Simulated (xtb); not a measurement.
xtb 6.7.1, GFN2-xTB: Sn(Cl)(Et)(OEt)2 (CC[O][Sn]([Cl])([CH2]C)[O]CC), 25 atoms. The geometry is a generated start, not checked to be a minimum at this level.

* **method**: GFN2-xTB
* **--acc**: 1 (default)
* **--etemp (K)**: 300 (default)
* **detailed input (--input)**: none: ANC optimiser, Lindh (1995) Hessian, microcycle=20, maxdispl=1.0, hlow=0.01 (default)
* **basis functions**: 67
* **valence electrons**: 62

```xyz
25

C      3.7594    -1.4671    -0.5700
C      2.4194    -0.7647    -0.7439
O      1.8994    -0.5222     0.5400
Sn     0.1813     0.4509     0.9923
Cl    -0.0592    -0.0432     3.2364
C      0.2156     2.6599     0.4429
C     -0.9004     3.0423    -0.4917
O     -1.3363    -0.5155     0.0226
C     -2.5464    -0.9638     0.5774
C     -2.9836    -2.2265    -0.1554
H      3.6159    -2.4084    -0.0494
H      4.4260    -0.8457     0.0197
H      4.2054    -1.6537    -1.5430
H      1.7386    -1.3994    -1.3211
H      2.5688     0.1756    -1.2914
H      1.2005     2.8114     0.0075
H      0.1501     3.1672     1.4026
H     -1.8712     2.8122    -0.0626
H     -0.8579     4.1176    -0.6733
H     -0.8139     2.5294    -1.4465
H     -2.4418    -1.1843     1.6474
H     -3.3084    -0.1812     0.4632
H     -3.0910    -2.0159    -1.2170
H     -2.2351    -3.0044    -0.0287
H     -3.9353    -2.5705     0.2422
```

The structure is relaxed from this start with --opt LEVEL for the levels crude, sloppy, loose, lax, normal, tight, vtight, extreme, once each. Up to the end of the extreme run atoms move by at most 2.3 Å along an axis.

What is the loosest level that ends within 20 meV of the extreme run, and how many cycles does it take?

normal: 128 cycles against 185, ending 3.5 meV above.

```
level    cycles  energy above the extreme run (meV)  gradient norm (eV/Å)
-------  ------  ----------------------------------  --------------------
crude         1                                 230                  0.17
sloppy        1                                 230                  0.17
loose         1                                 230                  0.17
lax          33                                 120                 0.081
normal      128                                 3.5                 0.027
tight       152                                0.78                0.0044
vtight      181                          under 0.01                0.0024
extreme     185                                   —                0.0010
```
